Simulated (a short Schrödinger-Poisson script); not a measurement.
Stack: gated In0.52Al0.48As/In0.53Ga0.47As modulation-doped gas in a quantum well, at 20 K.

```tsv
layer	material	thickness (nm)	Nd (cm⁻³)	Na (cm⁻³)
1	In0.52Al0.48As	8	-	-
2	In0.52Al0.48As	40	7.6e17	-
3	In0.52Al0.48As	20	-	-
4	In0.53Ga0.47As	6	-	-
5	In0.52Al0.48As	4000	-	5e15
```

Constants are typed, rounded textbook-type inputs, not results; the design itself was drawn at random and stands for no fabricated device. In0.52Al0.48As: permittivity 12.5, conduction-band edge (eV) 0.52, gap (eV) 1.45, electron mass (mₑ) 0.075, Nv at 300 K (cm⁻³) 1.1e19. In0.53Ga0.47As: permittivity 13.9, conduction-band edge (eV) 0, gap (eV) 0.74, Nv at 300 K (cm⁻³) 7.7e18.

Channel valleys (confinement mass, in-plane density-of-states mass, number): Γ 0.041, 0.041, 1. At the gate the conduction-band edge of layer 1 lies 0.65 eV − eVg above the Fermi level of the channel; the field vanishes at the back. Donor level 0.006 eV below the band edge. The barrier under the gate holds no holes. Gaps are held at their typed values at every temperature. Mesh 0.08 nm at interfaces.

Solved with a short Schrödinger-Poisson script written for these runs: 1D Poisson equation in equilibrium, electrons quantum, Hartree (BenDaniel-Duke, 40 states a valley, the channel's in-plane mass for all, wave functions free to enter the barrier), parabolic valleys, classical holes, donors ionised by Fermi statistics, acceptors fully, no traps, pinning or gate leakage.

Task: List the lowest subbands of each valley and their electrons at Vg = 0.4 V.

Result: 
| valley | subband | energy from the Fermi level (meV) | electrons (cm⁻²) | share (%) |
|---|---|---|---|---|
| Γ | 0 | -38.1 | 6.53e11 | 100.0 |
| Γ | 1 | 10.3 | 7.51e7 | 0.0 |
| Γ | 2 | 27.2 | < 1e6 | 0.0 |

All electrons: 6.53e11 cm⁻².
